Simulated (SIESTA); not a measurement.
Band structure of MnO₂ (P4_2/mnm, 6 atoms in the cell).

```
CELL_PARAMETERS angstrom
      4.31637     0.00000     0.00000
      0.00000     4.31637     0.00000
      0.00000     0.00000     2.81232
ATOMIC_POSITIONS crystal
  Mn 0.00000 0.00000 0.00000
  Mn 0.50000 0.50000 0.50000
  O  0.30492 0.30492 0.00000
  O  0.69508 0.69508 0.00000
  O  0.19508 0.80492 0.50000
  O  0.80492 0.19508 0.50000
```
Moments meant for the start (each program seeds them in its own way; μB, in the order of the atoms Mn Mn O O O O): 4.0 4.0 0.0 0.0 0.0 0.0.

Computed with GGA PBE, numerical atomic orbitals DZP, PseudoDojo PBE standard norm-conserving potentials (rewritten from UPF to PSML) (SIESTA).

Settings: XC.functional = GGA; XC.authors = PBE; potentials = PseudoDojo PBE standard; PAO.BasisSize = DZP; PAO.EnergyShift = 0.005 Ry; MeshCutoff = 300 Ry; kgrid.MonkhorstPack = 5 5 8; OccupationFunction = FD; ElectronicTemperature = 100 meV; Spin = polarized; DM.InitSpin = [1 +4.00, 2 +4.00, 3 +0.00, 4 +0.00, 5 +0.00, 6 +0.00]; MaxSCFIterations = 150; SCF.Mixer.Method = Pulay; SCF.Mixer.Weight = 0.1.

The starting cell comes from a database of computed structures (which also holds hypothetical and non-ambient phases and stackings), without a prior relaxation at this level. Its lattice was rescaled by a random factor within 2.5 % of one. The magnetic order is the one reached from the typed start; others were not searched systematically. Values carry the incompleteness of an atom-centred basis.

Levels in eV from the Fermi level, bands 27 to 32 of the first spin channel:
| point | 27 | 28 | 29 | 30 | 31 | 32 |
|---|---|---|---|---|---|---|
| Γ | -1.44 | -1.44 | -0.84 | -0.13 | -0.10 | 2.90 |
| X | -1.54 | -1.54 | -0.75 | -0.75 | 2.37 | 2.37 |
| M | -2.41 | -2.41 | -0.04 | -0.04 | 1.66 | 1.66 |
| Z | -1.19 | -1.19 | -0.21 | -0.21 | 1.39 | 1.39 |
| R | -2.23 | -2.23 | -0.07 | -0.07 | 0.32 | 0.32 |
| A | -1.18 | -1.18 | -0.85 | -0.85 | 1.93 | 1.93 |

Bands cross the Fermi level along this path, so the cell is metallic at this level.

Higher empty bands are left out: an atom-centred basis made for the valence describes them poorly.

The net moment of the cell came out as 5.82 μB.
